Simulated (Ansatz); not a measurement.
ZrO2: isotropic strain −2.29 %

Consider ZrO₂ (space group P2_1/c, No. 14; a = 5.189 Å, b = 5.242 Å, c = 5.379 Å, α = γ = 90.00°, β = 99.67°).

Modification: the cell is scaled by 0.9771 in all directions; the atoms relax in the strained cell.

Method: PBE, PAW, 420 eV (Ansatz, an electronic-structure program; no spin-orbit coupling), earlier PAW set. Settings: 5×5×5 k-points, 0.05 eV Fermi–Dirac smearing.

The space group remains P2_1/c (No. 14) and the shortest interatomic distance shrinks by 0.026 Å, from 2.057 Å to 2.031 Å. The energy increases by 35 meV/atom and the pressure (mean of the normal stresses, compression positive) goes from zero to 13.97 GPa. The band gap goes up by 0.118 eV (3.66 eV → 3.77 eV) and the gap character stays indirect, Γ → Y₂. The smallest direct gap grows by 0.10 eV (3.72 eV → 3.82 eV) and the mean gap deformation potential ΔEg/Δln V amounts to -1.7 eV. The width of the top valence band falls by 0.04 eV (0.68 eV → 0.64 eV) and the largest internal atomic displacement is 0.223 Å.

Cost of the whole job for the changed cell (relaxation, final SCF and bands): around 5 core-minutes (rough).

Whether these cells are dynamically stable was not tested.
